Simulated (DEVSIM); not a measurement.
Device: illuminated Si n-on-p cell, one wavelength, with a back-surface field, at 300 K.

Layer 1 from the left is Si, thickness (μm) 0.160, Nd (cm⁻³) 1.4e19, τn (s) 4.7e-6, τp (s) 1.1e-6, absorption coefficient (cm⁻¹) 3100. Layer 2 from the left is Si, thickness (μm) 24.0, Na (cm⁻³) 1.1e15, τn (s) 3.9e-5, τp (s) 3.9e-5, absorption coefficient (cm⁻¹) 3100. Layer 3 from the left is Si, thickness (μm) 1.10, Na (cm⁻³) 1.6e18, τn (s) 3.9e-5, τp (s) 3.9e-5, absorption coefficient (cm⁻¹) 3100.

Left contact: ohmic, minority hole recombination velocity 50000 cm/s. Right contact: ohmic, minority electron recombination velocity 30000 cm/s. Voltage is applied to the left contact. Recombination: SRH at mid-gap, radiative, Auger. Gap narrowing is on: ΔEg = 6.92 meV × (l + √(l² + 0.5)), l = ln(N/1.3e17 cm⁻³), shared equally by both band edges. Light enters at the left, 3e16 photons cm⁻² s⁻¹, one pass, no reflection. Mobility is constant in doping.

This is a model device: material constants are rounded textbook-type values typed into the input, and sizes, dopings and lifetimes were drawn at random. Values at 300 K.

Si: gap (eV) 1.124, affinity (eV) 4.05, permittivity 11.7, Nc (cm⁻³) 2.86e19, Nv (cm⁻³) 3.1e19, μn (cm²/Vs) 1417, μp (cm²/Vs) 470, B (cm³/s) 4.7e-15, Cn (cm⁶/s) 2.8e-31, Cp (cm⁶/s) 9.9e-32.

Model (solved in DEVSIM): 1D drift-diffusion, Boltzmann statistics, complete ionisation; no tunnelling, impact ionisation, image-force lowering or self-heating.

Dark forward current:

```csv
|V| (V),|J| (A/cm²)
0.05,3.840e-10
0.10,1.458e-9
0.15,4.961e-9
0.20,1.846e-8
0.25,8.161e-8
0.30,4.325e-7
0.35,2.611e-6
0.40,1.695e-5
0.45,0.0001137
0.50,0.0007663
0.55,0.004941
0.60,0.02964
0.65,0.1818
0.70,1.161
0.75,7.327
0.80,42.62
0.85,209.2
0.90,799.5
0.95,2328
```

Work out the local ideality factor n = ΔV / (kT/q · ln(J2/J1)) between the rows 0.15 and 0.20 V, 0.45 and 0.50 V, 0.90 and 0.95 V.

kT/q = 25.85 mV. From 0.15 to 0.20 V: ln(1.846e-8/4.961e-9) = 1.314, n = 1.47. From 0.45 to 0.50 V: ln(0.0007663/0.0001137) = 1.908, n = 1.01, near the 1 of diffusion or emission over a barrier. From 0.90 to 0.95 V: ln(2328/799.5) = 1.069, n = 1.81.

What current could the absorbed light give at most, and what share is collected?

Σ αd = 7.83, so qΦ(1 − exp(−Σ αd)) = 4.80 mA/cm². The simulated short-circuit current is 4.793 mA/cm², a share of 1.00.

Estimate the open-circuit voltage by superposition: the voltage at which the dark current equals that short-circuit current.

Interpolating ln J in the table gives 0.549 V. The simulation gives 0.549 V, the same within the digits that matter. Superposition holds where collection doesn't change with voltage.

Estimate the fill factor from FF0 = (v − ln(v + 0.72))/(v + 1), v = qVoc/(nkT), with n from the dark curve.

The rows about Voc, 0.50 and 0.55 V, give n = 1.04, so v = 20.5 and FF0 = 0.811. The simulation gives 0.814, the same within the digits that matter.
